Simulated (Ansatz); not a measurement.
**What biaxial strain +3.00 %, plane normal [001], relaxed out of plane does to GaAs**

The reference is GaAs in the zinc blende structure (space group F-43m, No. 216; a = 5.659 Å). Axes: x, y, z lie along the cube axes.

One thing is altered: tensile biaxial strain of 3.00 % in the plane normal to [001], as in epitaxy on a mismatched substrate; the out-of-plane cell vector and the atoms relax.

Level of theory: Ansatz (an electronic-structure program) PBEsol, without spin-orbit coupling. Settings: 10×10×10 k-points, 0.05 eV Fermi–Dirac smearing.

```tsv
quantity	base	changed	shift
space group	F-43m (No. 216)	I-4m2 (No. 119)	–
energy relative to the base (free energy F)	0 meV/atom	+13 meV/atom	+13 meV/atom
pressure (mean of the normal stresses, compression positive)	0.0 GPa	-2.0 GPa	-2.0 GPa
band gap	0.42 eV	zero	–
out-of-plane strain (rough)	–	-2.74 %	–
mean in-plane stress (compression positive) (rough)	–	-3.0 GPa	–
```

Final structure (turned so that z lies along the plane normal):

```
GaAs
1.0
    4.12153     0.00000     0.00000
    0.00000     4.12153     0.00000
    2.06076    -2.06076     2.75198
Ga As
1 1
Direct
  0.00000   0.00000   0.00000
  0.75000   0.75000   0.50000
```

Without a gap, meshes like the base's 10×10×10 leave anisotropic stresses uncertain by several tenths of a GPa, and small strain energies with them. Stability against distortions was not tested. All final runs are without spin polarisation. Gaps under 0.05 eV, about the width of the smearing, are given as zero. A zero or small gap of GaAs under biaxial strain +3.00 %, plane normal [001], relaxed out of plane can be the functional's error rather than a property of the material.
